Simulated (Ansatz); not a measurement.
## CuI with two functionals, pressure 15 GPa

Take CuI in the zinc blende structure (space group F-43m, No. 216; a = 6.0778 Å) as the base.

(Cell as relaxed with PBE.)

Levels (all Ansatz, a first-principles code, PAW, earlier PAW set): PBE (420 eV, scalar-relativistic without spin-orbit coupling); r2SCAN (500 eV, no spin-orbit coupling).

Each level relaxes its own structure.

| base | PBE | r2SCAN |
|---|---|---|
| volume per atom | 28.06 Å³ | 27.28 Å³ |
| lattice parameter a | 6.078 Å | 6.021 Å |
| band gap | 1.10 eV | 1.67 eV |

Now apply this change: cell and atoms relaxed at a pressure of 15 GPa.

```tsv
quantity	PBE	r2SCAN
valley order (the lowest conduction-band minima on the path, energy above the VBM, named in the base's zone)	Γ 1.77 eV; X along ⟨100⟩ 2.23 eV; L along ⟨111⟩ 2.31 eV	?
shortest interatomic distance	2.448 Å	?
hole mass (degenerate bands, along [100])	0.22, 0.48, 0.48 mₑ (at Γ)	?
```

Problem. What does r2SCAN give?

Solution. 
- valley order (the lowest conduction-band minima on the path, energy above the VBM, named in the base's zone), r2SCAN: Γ 2.38 eV; X along ⟨100⟩ 2.45 eV; L along ⟨111⟩ 2.73 eV
- shortest interatomic distance, r2SCAN: 2.436 Å
- hole mass (degenerate bands, along [100]), r2SCAN: 0.26, 0.46, 0.46 mₑ (at Γ)

Both order the valleys alike; PBE's shortest interatomic distance lies 0.0114 Å above r2SCAN's (0.5 %). Neither level is exact; r2SCAN is the comparison here, not a measurement.

With I present, leaving out spin-orbit coupling can change the band edges. Load acts through the strain it causes; cell and atoms are relaxed under it. Effective masses come from finite differences of ±0.01 Å⁻¹. No phonon test of stability was made. Tetrahedral semiconductors of this kind turn to denser phases somewhere between about 1 and 50 GPa; those were not computed, so compressed cells here can lie past the real transition. All final runs are without spin polarisation.
